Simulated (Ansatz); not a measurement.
The parent structure is MoS2 (space group P6_3/mmc, No. 194; a = 3.1493 Å, c = 12.0895 Å; layered, stacked along the Cartesian z axis). Axes: x lies along a and z along c of the hexagonal cell.

Structures relaxed with PBE-D3(BJ)/PAW in Ansatz (a program for electronic structure), scalar-relativistic without spin-orbit coupling.

Base:

Simulated powder pattern, Co Kα, λ = 1.79026 Å (kinematic, ideal powder, no thermal factors, no anomalous dispersion; the 14 strongest lines at most, above 2 %, up to 2θ = 90°):

```csv
2θ (°),I/Imax (%),hkl
17.03,100,(002)
38.32,31,(100)
39.32,17,(101)
42.21,15,(102)
46.69,84,(103)
52.75,7.1,(006)
59.31,35,(105)
67.05,5.2,(106)
69.29,20,(110)
71.95,13,(112)
72.65,5.8,(008)
82.05,3.3,(200)
85.25,5.9,(108)
87.73,14,(203)
```

One thing is altered: biaxial strain −3.00 %, plane normal [001], relaxed out of plane (Cartesian); in-plane vectors clamped, the third vector and the atoms free.

### Question
Predict the new powder pattern.

### Answer

Simulated powder pattern, Co Kα, λ = 1.79026 Å (kinematic, ideal powder, no thermal factors, no anomalous dispersion; the 14 strongest lines at most, above 2 %, up to 2θ = 90°):

```csv
2θ (°),d (Å),I/Imax (%),hkl
16.85,6.109,100,(002)
39.55,2.646,28,(100)
40.51,2.586,16,(101)
43.27,2.428,14,(102)
47.59,2.219,81,(103)
52.16,2.036,7.8,(006)
59.82,1.795,33,(105)
67.38,1.614,5.4,(106)
71.76,1.527,25,(110)
74.33,1.482,11,(112)
85.18,1.323,8.9,(200)
85.79,1.315,2.2,(201)
```

The indices refer to the base's conventional cell; one index is shown for lines that coincide.

No phonon test of stability was made.
